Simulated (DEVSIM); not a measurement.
Device: Pt/SiO2/p-GaAs capacitor, at 350 K.

```csv
layer (left to right),material,thickness (nm),Na (cm⁻³)
1,SiO2,19.0,-
2,GaAs,390,2.8e18
```

Metal gate on the left, work function 5.6 eV. Fixed charge at the semiconductor interface 1.1e11 cm⁻² (in units of +e); no interface traps.

The device is made up for the run: typed textbook-type constants, with dimensions and the other settings drawn at random. Values at 300 K; Nc and Nv go as T^1.5, mobilities as T to minus their exponent, the gap by Varshni's rule with the affinity fixed.

```csv
parameter,SiO2,GaAs
gap (eV),9,1.424
affinity (eV),0.9,4.07
permittivity,3.9,12.9
Nc (cm⁻³),-,4.7e17
Nv (cm⁻³),-,9e18
Varshni α (eV/K),-,0.000541
Varshni β (K),-,204
```

DEVSIM, 1D Poisson equation in equilibrium, Boltzmann statistics, complete ionisation; no quantum confinement or tunnelling. Metal contacts follow the ideal Schottky-Mott rule: no Fermi-level pinning, no interface dipoles.

Question: Tabulate band edges, carrier densities and field at 4.0 V on the gate.

Answer: Energies count from the Fermi level of the right contact; mesh points crowd at the junctions.

```tsv
x (μm)	Ec (eV)	Ev (eV)	n (cm⁻³)	p (cm⁻³)	field (V/cm)
0.000	0.700	-8.300	< 1e2	< 1e2	1800000
0.001006	0.880	-8.120	< 1e2	< 1e2	1800000
0.002897	1.219	-7.781	< 1e2	< 1e2	1800000
0.006098	1.793	-7.207	< 1e2	< 1e2	1800000
0.01297	3.024	-5.976	< 1e2	< 1e2	1800000
0.01626	3.615	-5.385	< 1e2	< 1e2	1800000
0.01801	3.929	-5.071	< 1e2	< 1e2	1800000
0.01931	0.951	-0.450	12000	3.8e12	540000
0.02073	1.025	-0.376	1000	4.3e13	490000
0.02333	1.138	-0.263	< 1e2	1.9e15	390000
0.02862	1.288	-0.112	< 1e2	2.7e17	180000
0.04374	1.358	-0.043	< 1e2	2.8e18	1600
0.06698	1.359	-0.042	< 1e2	2.8e18	≈ 0
0.1143	1.359	-0.042	< 1e2	2.8e18	≈ 0
0.2387	1.359	-0.042	< 1e2	2.8e18	≈ 0
0.3198	1.359	-0.042	< 1e2	2.8e18	≈ 0
0.3641	1.359	-0.042	< 1e2	2.8e18	≈ 0
0.3859	1.359	-0.042	< 1e2	2.8e18	≈ 0
0.4001	1.359	-0.042	< 1e2	2.8e18	≈ 0
0.4050	1.359	-0.042	< 1e2	2.8e18	≈ 0
0.4074	1.359	-0.042	< 1e2	2.8e18	≈ 0
0.4090	1.359	-0.042	< 1e2	2.8e18	≈ 0
```
